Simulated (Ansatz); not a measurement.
Model glasses of amorphous SiO2, 74 to 79 atoms (Si24O48 before any change). Each row is one cell at a composition chosen by hand, melted whole on the CHGNet potential with the anions pushed apart under 1.9 Å, quenched within some picoseconds, far faster than a real film, and relaxed with PBE, scalar-relativistic without spin-orbit coupling (plane waves to 420 eV, PAW; Ansatz, a program for electronic structure). Each is the lower in DFT energy of 2 quenches. Cycles of charging and discharging were tried on the cells ahead of these points, and a cell that came back lower was taken. The column on the box says what of it was relaxed with the atoms; held means as the quench left it. Cells that kept moments or hold spare charge are left out. So are cells far out in the fitted variable, so that no row sets the line alone.

At the relaxed places, the spacing of the highest filled and the lowest empty level was computed at the zone centre with PBE and with HSE06, without spin polarisation, or with spin where the moments then died out. A level counts as spread where PBE shares it among more than a fifth of the atoms; else the element of the atom with the largest weight is named. Formal charges balance in every cell (each cation at its usual highest valence, Cu and Ag at +1, Sb at +3, H at +1, O at −2, N at −3, F and Cl at −1). Exact exchange is cut at the faces of these small cells, which leaves the hybrid a finite-size error. Where a level is localised, the spacing isn't the band gap.

```csv
cell,change,box,highest filled on,lowest empty on,"spacing, PBE (eV)","spacing, HSE06 (eV)"
Si24O49K2,"+2 K, +1 O",shape,O,spread,2.22,3.80
Si24O49Na2,"+2 Na, +1 O",shape,O,spread,2.98,4.58
Si24O51Sb2,"+3 O, +2 Sb",held,Sb,Si,3.56,withheld
Si24O50Zr,"+2 O, +1 Zr",volume and shape,O,spread,4.00,5.74
Si24O51Sc2,"+3 O, +2 Sc",volume and shape,O,Sc,4.33,6.05
Si24O53Ta2,"+5 O, +2 Ta",held,O,Ta,4.49,6.15
Si24O49Be,"+1 Be, +1 O",shape,O,spread,5.06,6.84
```

Problem. Fit a straight line of the last column on the one before it through the 6 full rows, and predict the withheld value for Si24O51Sb2.

Solution. Means: x = 3.847, y = 5.527. Slope = Σ(Δx Δy) / Σ(Δx²) = 5.9093 / 5.5403 = 1.067; intercept = 5.527 − (1.067) × 3.847 = 1.422 eV; r.m.s. residual 0.035 eV. Prediction: 1.422 + (1.067) × 3.56 = 5.22 eV. The run gave 4.78 eV, a miss of 0.44 eV, more than twice the residual.

In Si24O49K2, Si24O49Na2 the spacing lies under 0.8 of the table's widest and a localised level on an atom of the host, not next to a guest, bounds it: there a defect of the quenched network is a likely cause.
